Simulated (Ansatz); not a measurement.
We consider SrTaNO2 (Pm, No. 6, 15 atoms in the cell; start mp-754505), described by LDA in Ansatz (PAW).

Run with plane-wave cutoff 520 eV, 6×8×4 k mesh (along the axes of the cell as run), Fermi–Dirac smearing 0.01 eV, scalar-relativistic PAW data made under PBE.

Cell (relaxed at this level):

```cif
data_N3O6Sr3Ta3
_chemical_formula_sum 'Sr3 Ta3 N3 O6'
_space_group_name_H-M_alt 'Pm'
_space_group_IT_number 6
_space_group_name_Hall 'P -2y'
_cell_length_a 5.69635
_cell_length_b 3.93215
_cell_length_c 8.98092
_cell_angle_alpha 90.000
_cell_angle_beta 107.908
_cell_angle_gamma 90.000
loop_
_atom_site_label
_atom_site_type_symbol
_atom_site_symmetry_multiplicity
_atom_site_Wyckoff_symbol
_atom_site_fract_x
_atom_site_fract_y
_atom_site_fract_z
_atom_site_occupancy
Sr1 Sr 1 b 0.84548 0.50000 0.67662 1
Sr2 Sr 1 b 0.52218 0.50000 0.00348 1
Sr3 Sr 1 b 0.16481 0.50000 0.33223 1
Ta1 Ta 1 a 0.33288 0.00000 0.65941 1
Ta2 Ta 1 a 0.01913 0.00000 0.00824 1
Ta3 Ta 1 a 0.67320 0.00000 0.34396 1
N1 N 1 a 0.01064 0.00000 0.49367 1
N2 N 1 a 0.51304 0.00000 0.50643 1
N3 N 1 a 0.33223 0.00000 0.16038 1
O1 O 1 b 0.32997 0.50000 0.68619 1
O2 O 1 b 0.97514 0.50000 0.98768 1
O3 O 1 b 0.67461 0.50000 0.31800 1
O4 O 1 a 0.64550 0.00000 0.84246 1
O5 O 1 a 0.13065 0.00000 0.82199 1
O6 O 1 a 0.83057 0.00000 0.15928 1
```

Estimate the band gap that the calculation returns.


- band gap: 0.86 eV (on the SCF k mesh)

Note: the relaxation could not lower the start's symmetry, so the cell can be a saddle point above a distorted one.

Spin–orbit coupling is not included.

Static lattice: no zero-point or thermal effects.

The result took around 40 core-minutes (rough).

A start named mp-… is a Materials Project structure, which need not be a measured phase.

Ansatz is an electronic-structure program.
